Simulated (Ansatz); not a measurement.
**Pressure series in NbAs**

The reference is NbAs (space group I4_1md, No. 109).

```
CELL_PARAMETERS angstrom
     -1.72903     1.72903     5.88217
      1.72903    -1.72903     5.88217
      1.72903     1.72903    -5.88217
ATOMIC_POSITIONS crystal
  Nb 0.99911 0.99911 0.00000
  Nb 0.74911 0.24911 0.50000
  As 0.41689 0.41689 0.00000
  As 0.16689 0.66689 0.50000
```

Cell and atoms are relaxed at each pressure.

The values are results of plane-wave PAW DFT at the r2SCAN level (Ansatz, a quantum-chemistry and plane-wave program, 500 eV), no spin-orbit coupling, not measurements.

Notes on the quantities. enthalpy: H = E + PV relative to the base's energy.

```
variant                enthalpy     density  c/a ratio
----------------  -------------  ----------  ---------
base                          –  7.92 g/cm³      3.402
pressure 0.3 GPa  +0.03 eV/atom  7.94 g/cm³      3.401
pressure 0.7 GPa  +0.08 eV/atom         [?]        [?]
pressure 1.5 GPa  +0.16 eV/atom  7.99 g/cm³      3.397
pressure 3 GPa    +0.33 eV/atom  8.06 g/cm³      3.391
pressure 5 GPa    +0.54 eV/atom  8.15 g/cm³      3.385
```

### Question
Complete the table.

### Answer

- pressure 0.7 GPa, density: 7.96 g/cm³
- pressure 0.7 GPa, c/a ratio: 3.400

Load acts through the strain it causes; cell and atoms are relaxed under it. Stability against distortions was not tested. No other phases were tried under pressure. All final runs are without spin polarisation.
